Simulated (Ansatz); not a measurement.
**A computed series for ZnS: pressure series**

Take ZnS in the wurtzite structure (space group P6_3mc, No. 186; a = 3.7823 Å, c = 6.2079 Å) as the base.

Cell and atoms are relaxed at each pressure.

Method: PBEsol (Ansatz, a quantum-chemistry and plane-wave program; PAW; 420 eV plane waves; spin-orbit coupling left out), earlier PAW set.

Candidates:
(a) pressure 4.2 GPa
(b) pressure 45 GPa
(c) pressure 18 GPa
(d) pressure −1 GPa

Base values:

The band gap is 2.15 eV.

### Question
Order them by band gap, highest first.

### Answer
(c) pressure 18 GPa (2.84 eV), (b) pressure 45 GPa (2.40 eV), (a) pressure 4.2 GPa (2.36 eV), (d) pressure −1 GPa (2.09 eV)

Load acts through the strain it causes; cell and atoms are relaxed under it. Stability against distortions was not tested. Tetrahedral semiconductors of this kind turn to denser phases somewhere between about 1 and 50 GPa; those were not computed, so compressed cells here can lie past the real transition.
